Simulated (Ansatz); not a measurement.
# Mo3Os, element substitutions

The reference is Mo3Os in the A15 (Cr3Si type) structure (space group Pm-3n, No. 223; a = 4.943 Å).

Each row replaces one element on all its sites; cell and atoms are relaxed.

Level of theory: Ansatz (an electronic-structure program) PBEsol, spin-orbit coupling left out.

```
case         density  shortest interatomic distance
-------  -----------  -----------------------------
base     13.15 g/cm³                        2.471 Å
Os → Sn          [?]                            [?]
Mo → Si   8.55 g/cm³                        2.371 Å
Mo → Bi  13.79 g/cm³                        2.908 Å
```

Problem. What belongs in the blanks?

Solution. 
- Os → Sn, density: 10.40 g/cm³
- Os → Sn, shortest interatomic distance: 2.531 Å

Whether these cells are dynamically stable was not tested. As relaxed here, OsSi3 and Bi3Os are hypothetical phases, not in the database extracts checked. For SnMo3 in this form, whether it has been made was not checked. The final runs are not spin-polarised. OsSi3 and Bi3Os have a high density of states at the Fermi level and may be magnetic at this level.
